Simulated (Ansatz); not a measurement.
Take HgTe in the zinc blende structure (space group F-43m, No. 216; a = 6.573 Å) as the base. Axes: x, y, z lie along the cube axes.

The values are results of r2SCAN (Ansatz, a first-principles code, PAW, no spin-orbit coupling), not measurements.

Before the change:

```
Item                                Value
-----------------------------  ----------
Shortest interatomic distance  5.378 bohr
```

One thing is altered: a pure shear with ε_xy = ε_yx = 0.0114; the atoms relax in the strained cell.

Q: Estimate the effect on the valley order.

A: The valley order (the lowest conduction-band minima on the path, energy above the VBM, named in the base's zone) comes out as Γ 0.01 eV; L along [1-1-1] 0.82 eV; L along [111] 1.01 eV.

Q: Estimate the effect on the largest internal atomic displacement.

A: The largest internal atomic displacement is 0.016 Å.

Q: How does this affect the shortest interatomic distance?

A: The shortest interatomic distance falls by 0.0058 bohr to 5.373 bohr.

With Hg and Te present, leaving out spin-orbit coupling can change the band edges. Stability against distortions was not tested. All final runs are without spin polarisation.
